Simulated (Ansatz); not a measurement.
## CdS: pressure series

Take CdS in the wurtzite structure (space group P6_3mc, No. 186; a = 4.074 Å, c = 6.637 Å) as the base.

Cell and atoms are relaxed at each pressure.

Level of theory: Kohn–Sham DFT with the LDA functional, run in Ansatz (a first-principles code) with PAW and 420 eV plane waves, without spin-orbit coupling.

Candidates:
(a) pressure −1 GPa
(b) pressure −2 GPa
(c) pressure 15 GPa

Base values:

```
Property   Result
--------  -------
Band gap  1.03 eV
```

Q: Order them by band gap, lowest first.

A: (b) pressure −2 GPa (0.96 eV), (a) pressure −1 GPa (0.99 eV), (c) pressure 15 GPa (1.31 eV)

Load acts through the strain it causes; cell and atoms are relaxed under it. Stability against distortions was not tested. Measured, CdS leaves this structure (for rock salt) near 2.54 GPa (temperature not stated; as listed in Datta, Sujoy, Jana, Debnarayan, arXiv (2020)), on rising pressure, with hysteresis.
